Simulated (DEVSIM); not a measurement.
## Schottky contact on n-type Si

Device: Schottky contact on n-type Si, at 300 K.

```tsv
layer (left to right)	material	thickness (μm)	Nd (cm⁻³)	τn (s)	τp (s)
1	Si	0.970	2.4e15	5.7e-5	5.7e-5
```

Left contact: Schottky, work function 4.71 eV, emission velocity 9e6 cm/s. Right contact: ohmic. Voltage is applied to the left contact. Recombination: SRH at mid-gap. Gap narrowing is on: ΔEg = 6.92 meV × (l + √(l² + 0.5)), l = ln(N/1.3e17 cm⁻³), shared equally by both band edges. Mobility is μmin + (μ − μmin)/(1 + (N/Nref)^α).

The device is made up for the run: typed textbook-type constants, with dimensions and the other settings drawn at random. Values at 300 K.

| parameter | Si |
|---|---|
| gap (eV) | 1.124 |
| affinity (eV) | 4.05 |
| permittivity | 11.7 |
| Nc (cm⁻³) | 2.86e19 |
| Nv (cm⁻³) | 3.1e19 |
| μn (cm²/Vs) | 1417 |
| μp (cm²/Vs) | 470 |
| μn,min | 52 |
| μp,min | 45 |
| Nref,n | 9.7e16 |
| Nref,p | 2.2e17 |
| αn | 0.68 |
| αp | 0.72 |

Model (solved in DEVSIM): 1D drift-diffusion, Boltzmann statistics, complete ionisation; no tunnelling, impact ionisation, image-force lowering or self-heating. Metal contacts follow the ideal Schottky-Mott rule: no Fermi-level pinning, no interface dipoles.

The potential step across the device at zero bias is 0.417 V. The largest field in the device at zero bias is 17000 V/cm. The dark forward voltage at 1 A/cm² is 0.220 V and the dark forward voltage at 100 A/cm² comes out as 0.368 V.

Dark reverse current:

```tsv
V (V)	J (A/cm²)
-0.20	-0.00025
-0.50	-0.00027
-1.00	-0.00028
-1.50	-0.00029
-2.00	-0.00029
-3.00	-0.00030
-4.00	-0.00031
-5.00	-0.00031
-6.50	-0.00032
-8.00	-0.00032
-10.00	-0.00032
```

Dark forward current:

```
V (V)  J (A/cm²)
-----  ---------
0.05      0.0014
0.10       0.011
0.15       0.073
0.20        0.48
0.25         3.0
0.30          17
0.35          70
0.40         190
0.45         360
0.50         560
0.55         780
0.60        1000
0.65        1300
0.70        1500
0.75        1800
0.80        2000
```
